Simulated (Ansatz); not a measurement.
Input:

```xyz
4
Lattice="3.2373 0.0000 0.0000 -1.6187 2.8036 0.0000 0.0000 0.0000 5.2221" Properties=species:S:1:pos:R:3 pbc="T T T"
Zn     1.6187     0.9345     2.6141
Zn     0.0000     1.8691     0.0031
O      1.6187     0.9345     4.5940
O      0.0000     1.8691     1.9829
```

Space group of this cell: P6_3mc, wurtzite. The cell is taken as given; by r2SCAN its mean pressure is -0.5 GPa.

Calculation: r2SCAN (plane waves, PAW; Ansatz, a program for electronic structure).

The current runs along the normal of the first two printed vectors; no spin-orbit coupling. Scaled by the factor s: all lengths (ions clamped). Meshes 12×12×6 and 12×12 across the current in all rows.

```csv
s,mean pressure (GPa),band gap (eV)
0.98,9.7,1.32
1.00,-0.5,1.23
1.02,-8.2,?
```

Problem. Take the slope of the band gap against ln s from the two given rows, extrapolate to s = 1.02, and say what the run there gives.

Solution. Slope = (1.32 − 1.23) / ln 0.98 = -4.45 eV. The line gives 1.23 + (-4.45) × ln 1.02 = 1.14 eV. The run gives 1.14 eV, as the line does.
